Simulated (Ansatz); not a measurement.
# A computed series for Ca3SiO: pressure series

Start from Ca$_{3}$SiO (space group Imma, No. 74; a = 6.583 Å, b = 9.309 Å, c = 6.603 Å; a cell from a computed database, its experimental status unchecked).

Cell and atoms are relaxed at each pressure.

Computed with Kohn–Sham DFT with the PBEsol functional, run in Ansatz (a first-principles code) with PAW and 420 eV plane waves, no SOC.

```json
[
 {"pressure (GPa)": "-2", "volume per atom (Å³/atom)": "20.917"},
 {"pressure (GPa)": "-1", "volume per atom (Å³/atom)": "20.560"},
 {"pressure (GPa)": "0", "volume per atom (Å³/atom)": "20.231"},
 {"pressure (GPa)": "0.3", "volume per atom (Å³/atom)": "20.142"},
 {"pressure (GPa)": "0.7", "volume per atom (Å³/atom)": "?"},
 {"pressure (GPa)": "3", "volume per atom (Å³/atom)": "19.390"},
 {"pressure (GPa)": "5", "volume per atom (Å³/atom)": "18.918"},
 {"pressure (GPa)": "7.5", "volume per atom (Å³/atom)": "18.399"},
 {"pressure (GPa)": "10", "volume per atom (Å³/atom)": "17.944"}
]
```

**Question.** Fit the third-order Birch–Murnaghan form P(V) = (3B₀/2)[(V₀/V)^(7/3) − (V₀/V)^(5/3)]·[1 + (3/4)(B₀′ − 4)((V₀/V)^(2/3) − 1)] (squares taken in P) to the rows shown and predict the withheld row.

**Answer.** Least squares on the printed values gives V₀ = 20.233 Å³/atom, B₀ = 64.5 GPa, B₀′ = 4.3; this predicts 20.019 Å³/atom, and the run gives 20.018 Å³/atom, in agreement.

The mesh was chosen for an insulator and is coarse for the gapless case. Load acts through the strain it causes; cell and atoms are relaxed under it. Stability against distortions was not tested. No other phases were tried under pressure. The final runs are not spin-polarised.
